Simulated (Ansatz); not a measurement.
Hypothetical diamond Sc: pressure series

Start from Sc in the diamond structure (space group Fd-3m, No. 227; a = 6.499 Å; a hypothetical phase, not in the database extracts checked).

Cell and atoms are relaxed at each pressure.

The values are results of Kohn–Sham DFT with the PBE functional, run in Ansatz (a quantum-chemistry and plane-wave program) with PAW and 420 eV plane waves, no spin-orbit coupling, not measurements.

Notes on the quantities. enthalpy: H = E + PV relative to the base's energy.

```tsv
change	lattice parameter a	enthalpy
base	6.499 Å	–
pressure −2 GPa	7.189 Å	-0.49 eV/atom
pressure 0.3 GPa	6.423 Å	+0.06 eV/atom
pressure 0.7 GPa	6.361 Å	+0.14 eV/atom
pressure 1.5 GPa	6.262 Å	+0.30 eV/atom
pressure 3 GPa	6.107 Å	+0.58 eV/atom
pressure 5 GPa	5.822 Å	+0.90 eV/atom
pressure 7.5 GPa	5.565 Å	+1.26 eV/atom
pressure 10 GPa	5.411 Å	+1.58 eV/atom
```

Load acts through the strain it causes; cell and atoms are relaxed under it. Whether these cells are dynamically stable was not tested. No other phases were tried under pressure. All final runs are without spin polarisation. Sc has a high density of states at the Fermi level and may be magnetic at this level.
